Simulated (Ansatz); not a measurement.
System: Cu3Sn (Fm-3m, No. 225, 4 atoms in the cell; start mp-838). Method: r²SCAN (Ansatz, an electronic-structure program, PAW).

Excerpt of the program's output:

```
WARN output.stress: scf.convergence.dr2_threshold = 1e-7 eV (the SCF's general default) is looser than the 4e-10 eV advised for a printed stress (1e-10 eV for …
Relaxation: its limit of steps is 80 (relax.max_steps)
Crystal: 4 atoms, lattice volume = 57.391 Å³
Basis set: ecut = 560 eV, 1759 PW (Γ), exchange–correlation on 108×108×108 points (27 copies of the dense FFT grid, shifted against one another)
Bands: 43, of which v1, the nominal top of the filled ones, is band 36 counted from 1 (35 counted from 0)
Symmetry: 48 space group operations
Space group: Fm-3m (ITA 225), of the structure as read, at distance tolerance 3.9e-5 Å
k-points: 145 of 4096
Functional: x = r2scan, c = r2scan; τ floored in thin density (d = 2e-4 eV/Å³)
SCF iter   1: F=—  HF=-25932.071615 eV  |F-HF|=—  |Δ(HF+E_count)|=         —  Δρ=3.59e-2  dr2=4.32e-1  dr2_τ=3.91e-3
SCF iter   2: F=—  HF=-25932.036295 eV  |F-HF|=—  |Δ(HF+E_count)|=   3.53e-2  Δρ=1.28e-2  dr2=3.72e-2  dr2_τ=3.91e-3
  ...
SCF 1 converged in 9 iterations: F = -25931.998085 eV  dr2 = 2.22e-8
relax step   1: F+E_penalty+E_count = -25931.99808510 eV  Δ(F+E_penalty+E_count) = +0.000e0 eV  max|allowed force component| = 4.337e-18 eV/Å  Δτ_max = 0.0000 Å  (9 SCF iters, accepted)
Crystal: 4 atoms, lattice volume = 57.391 Å³
Initial density: handed on by an earlier stage of this run
SCF iter   1: F=—  HF=-25931.998085 eV  |F-HF|=—  |Δ(HF+E_count)|=         —  Δρ=8.11e-6  dr2=2.22e-8  dr2_τ=3.15e-10
SCF iter   2: F=-25931.998085 eV  HF=-25931.998085 eV  |F-HF|=1.23e-8  |Δ(HF+E_count)|=   2.36e-9  Δρ=4.77e-6  dr2=1.54e-8  dr2_τ=2.14e-10
SCF 2 converged in 2 iterations: F = -25931.998085 eV  dr2 = 1.54e-8
SCF converged after 2 iterations
Free energy (F): -25931.998085 eV
Internal energy: -25931.990128 eV  (E = F + TS)
E sigma→0 (E₀):  -25931.994106 eV
Fermi energy:    16.056832 eV
--- Forces (eV/Å), atoms counted from 1 ---
  atom   1  Cu     0.00000000    -0.00000000     0.00000000
  atom   2  Cu     0.00000000     0.00000000     0.00000000
  atom   3  Cu     0.00000000    -0.00000000    -0.00000000
  atom   4  Sn     0.00000000    -0.00000000    -0.00000000
--- Stress (GPa, compression-positive) ---
       -2.354228       0.000000      -0.000000
       -0.000000      -2.354228       0.000000
       -0.000000       0.000000      -2.354228
  P = ⅓ Tr σ = -2.3542 GPa (-23.542 kbar)
```

Write an input file that could have produced this run (the log leaves some choices open).

This is not unique; one that fits is 
Ansatz 0.2 input:
```yaml
crystal:
  lattice:
    - [0.0, 3.0615304781, 3.0615304781]
    - [3.0615304781, 0.0, 3.0615304781]
    - [3.0615304781, 3.0615304781, 0.0]
  atoms:
    - { symbol: Cu, position: [0.5, 0.5, 0.5] }
    - { symbol: Cu, position: [0.75, 0.75, 0.75] }
    - { symbol: Cu, position: [0.25, 0.25, 0.25] }
    - { symbol: Sn, position: [0.0, 0.0, 0.0] }
basis:
  ecutwfc: 560
  ecutrho_ratio: 4
  xc_grid: 3
kpoints:
  mp_grid: { grid: [16, 16, 16] }
hamiltonian:
  xc: r2scan
  dispersion: none
  pseudopotentials: { kind: paw }
scf:
  occupations: { method: fermi_dirac, width: 0.05 }
output:
  forces: true
  stress: true
  eigenvalues: true
relax:
  f_tol: 0.004
  escape_saddle: false
  max_steps: 80
```

The cell is one volume of an energy–volume scan, off the minimum.

The PAW data were made under PBE.

Note: the run has no spin polarisation, so it can have missed a magnetic state. Note: the relaxation could not lower the start's symmetry, so the cell can be a saddle point above a distorted one.

It cost roughly 40 core-seconds of CPU time.

A start named mp-… is a Materials Project structure, which need not be a measured phase.
